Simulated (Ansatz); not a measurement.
The reference is BeS in the zinc blende structure (space group F-43m, No. 216; a = 4.796 Å).

All numbers come from LDA (Ansatz, a quantum-chemistry and plane-wave program, PAW, no spin-orbit coupling).

Before the change:

| Property | Value |
|---|---|
| Electron mass | 0.80 mₑ along k, 0.28 mₑ across (at X) |
| Pressure | 0.00 GPa |

Now apply this change: every lattice vector is shortened by 1.00 %, atoms relaxed at fixed cell.

### Question
What happens to the energy relative to the base?

### Answer
The energy rises by 4.1 meV/atom.

### Question
What happens to the electron mass?

### Answer
The electron mass changes from 0.80 mₑ along k, 0.28 mₑ across (at X) to 0.79 mₑ along k, 0.27 mₑ across (at X).

### Question
What happens to the mean gap deformation potential ΔEg/Δln V?

### Answer
The mean gap deformation potential ΔEg/Δln V comes out as +2.3 eV.

### Question
Estimate the effect on the pressure.

### Answer
The pressure goes from zero to 3.26 GPa.

The cells carry an imposed strain or load. Effective masses come from finite differences of ±0.01 Å⁻¹. Along k means along the line from Γ to the band edge. Whether these cells are dynamically stable was not tested.
